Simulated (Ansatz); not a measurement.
# Pressure series in BAs

Consider BAs in the zinc blende structure (space group F-43m, No. 216; a = 4.768 Å).

Cell and atoms are relaxed at each pressure.

Calculations: plane-wave PAW DFT at the PBEsol level (Ansatz, a quantum-chemistry and plane-wave program, 420 eV), spin-orbit coupling left out.

```tsv
pressure (GPa)	volume per atom (Å³/atom)
-2	13.748
-1	13.646
0	13.548
0.9	?
2.1	13.353
4.5	13.146
9	12.798
15	12.392
30	11.590
```

Question: Fit the third-order Birch–Murnaghan form P(V) = (3B₀/2)[(V₀/V)^(7/3) − (V₀/V)^(5/3)]·[1 + (3/4)(B₀′ − 4)((V₀/V)^(2/3) − 1)] (squares taken in P) to the rows shown and predict the withheld row.

Answer: Least squares on the printed values gives V₀ = 13.548 Å³/atom, B₀ = 141 GPa, B₀′ = 4.0; this predicts 13.463 Å³/atom, and the run gives 13.463 Å³/atom, in agreement.

Load acts through the strain it causes; cell and atoms are relaxed under it. Whether these cells are dynamically stable was not tested. No other phases were tried under pressure.
